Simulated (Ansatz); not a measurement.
Here is the system:

```
Cd3Zr
1.0
    4.34041     0.00000     0.00000
    0.00000     4.34041     0.00000
    0.00000     0.00000     4.34041
Zr Cd
1 3
Direct
  0.00000   0.00000   0.00000
  0.50000   0.00000   0.50000
  0.00000   0.50000   0.50000
  0.50000   0.50000   0.00000
```

Level of theory: PBEsol, DFPT electron-phonon coupling, linearised Boltzmann equation (plane waves, PAW, scalar-relativistic; Ansatz, a first-principles code). Geometry: relaxed with this functional, without spin-orbit coupling.

Problem. What phonon-limited resistivity does this give at 300 K?

Solution. 29 μΩ·cm.

Problem. And the electrons' mean free path at that temperature?

Solution. 5.2 nm, weighted by the current that each state carries. Wires not much wider than this gain resistivity from their walls.

A metal at this level (no band gap). Only scattering by harmonic phonons is included (no impurities, grain boundaries, electron-electron scattering or thermal expansion). Spin-orbit coupling is left out. Halving the electron mesh (20x20x20) moves the resistivity by up to 10 % at 300 K, the mean free path by up to 5 %. Smearing 0.20 eV; phonons on a 3x3x3 q mesh, which this run doesn't test.

Computed structure, not matched to a measured one here, so possibly hypothetical: ZrCd3 (Pm-3m).
